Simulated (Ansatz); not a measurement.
Amorphous cells of 8 compositions: the gap between the highest filled and lowest empty level at the zone centre, by PBE and by a single point of r2SCAN on the same geometry (PBE, scalar-relativistic without spin-orbit coupling (plane waves to 420 eV, PAW; Ansatz, a quantum-chemistry and plane-wave program); r2SCAN at 500 eV). The networks come from melt-quench runs on the CHGNet potential at compositions and starting densities chosen by hand, with anions pushed apart in the CHGNet dynamics, and DFT then relaxed them. The cells are small and were quenched far faster than real films, so single cells scatter. Defect or tail levels can set these gaps. The rows are the first to finish with both values and no moments.

```
cell                            PBE gap x (eV)  r2SCAN gap y (eV)
------------------------------  --------------  -----------------
A (In9Ga9Zn9O38Hf, 6.05 g/cm3)            0.70               1.13
B (In9Ga9Zn9O38Ge, 5.81 g/cm3)            0.81               1.29
C (In9Ga9Zn9O38Si, 5.71 g/cm3)            0.94               1.40
D (Ga24O41P2, 4.69 g/cm3)                 1.51               2.03
E (Ga24O37K2, 4.61 g/cm3)                 1.72           withheld
F (Hf18O37Cu2, 8.89 g/cm3)                1.95               2.20
G (Hf18O38Si, 8.72 g/cm3)                 3.78               4.23
H (Hf18O39Sc2, 8.55 g/cm3)                3.91               4.38
```

**Question.** Fit a straight line through the 7 full rows and predict the withheld value for E (Ga24O37K2, 4.61 g/cm3).

**Answer.** Means: x = 1.943, y = 2.380. Slope = Σ(Δx Δy) / Σ(Δx²) = 11.25 / 11.27 = 0.999; the r.m.s. residual is 0.081. Prediction: 2.380 + 0.999 × (1.72 − 1.943) = 2.16. The run gave 2.22, 0.06 above the line.
